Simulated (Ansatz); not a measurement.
**What each level gives and costs: Mg₄Te₃S (Pmm2, 8 atoms in the cell)**

Cell: a = 4.4659 Å, b = 8.9973 Å, c = 6.2616 Å, α = 90.00°, β = 90.00°, γ = 90.00°.

Program: Ansatz (a first-principles code), default PAW files made with PBE; each row names its functional.

Base settings: basis.ecutwfc = 420 eV; kpoints.mp_grid.grid = 4 2 3; kpoints.mp_grid.shift = 0.5 0.5 0.5; hamiltonian.xc = hse06; hamiltonian.pseudopotentials = {kind: paw} (the program's default PAW files); scf.occupations.method = fixed.

Differences are taken from HSE06, a reference of convenience: it is no measurement, and no ranking of the functionals follows.

Core times come from one kind of shared machine and are given to one figure; runs under 30 s give none.

The starting cell comes from a database of computed structures (which also holds hypothetical and non-ambient phases and stackings), without a prior relaxation at this level. Its lattice was rescaled by a random factor within 2.5 % of one. Spin-orbit coupling is off. Ansatz's pressure includes its estimate of the finite-basis (Pulay) stress. The shifted mesh does not hold Γ, so a gap read on it misses any band edge there.

| level | gap on the mesh less reference (eV) | pressure less reference (GPa) | core time / reference (rough) |
|---|---|---|---|
| PBEsol | -0.906 | -0.34 | – |
| PBE0 | 0.675 | -0.03 | 1 |
| HSE06 | 0.000 | 0.00 | 1 |

PBEsol ran in under 30 s, against roughly 200 s for HSE06.

Keys are those of Ansatz 0.2.
